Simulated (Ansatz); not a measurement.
Base system: Pt in the fcc (Cu type) structure (space group Fm-3m, No. 225; a = 3.942 Å; relaxed with 0.1 eV smearing). Axes: x, y, z lie along the cube axes.

Structures relaxed with DFT with r2SCAN, PAW potentials and a 500 eV plane-wave cutoff in Ansatz (a quantum-chemistry and plane-wave program), no SOC, earlier PAW set.

Base:

Simulated powder pattern, Cu Kα1, λ = 1.54056 Å (kinematic, ideal powder, no thermal factors, no anomalous dispersion; the 10 strongest lines at most, above 2 %, up to 2θ = 90°):

```csv
2θ (°),I/Imax (%),hkl
39.57,100,(111)
46.02,49,(200)
67.11,33,(220)
80.81,40,(311)
85.22,12,(222)
```

After one change:

Simulated powder pattern, Cu Kα1, λ = 1.54056 Å (kinematic, ideal powder, no thermal factors, no anomalous dispersion; the 10 strongest lines at most, above 2 %, up to 2θ = 90°):

```json
[
 {"2θ (°)": "39.80", "I/Imax (%)": "100"},
 {"2θ (°)": "44.46", "I/Imax (%)": "18"},
 {"2θ (°)": "47.18", "I/Imax (%)": "31"},
 {"2θ (°)": "66.83", "I/Imax (%)": "22"},
 {"2θ (°)": "68.93", "I/Imax (%)": "10"},
 {"2θ (°)": "78.70", "I/Imax (%)": "14"},
 {"2θ (°)": "82.66", "I/Imax (%)": "26"},
 {"2θ (°)": "85.80", "I/Imax (%)": "12"}
]
```

Question: Which of these changes matches the shifts?
A. biaxial strain −2.33 %, plane normal [001], relaxed out of plane
B. biaxial strain +1.15 %, plane normal [111], relaxed out of plane
C. biaxial strain −0.94 %, plane normal [110], relaxed out of plane
D. biaxial strain −4.03 %, plane normal [001], relaxed out of plane

Answer: A, biaxial strain −2.33 %, plane normal [001], relaxed out of plane. Its volume per atom is 15.09 Å³ against 15.31 Å³, and its space group is I4/mmm (No. 139).

Stability against distortions was not tested. The final runs are not spin-polarised.
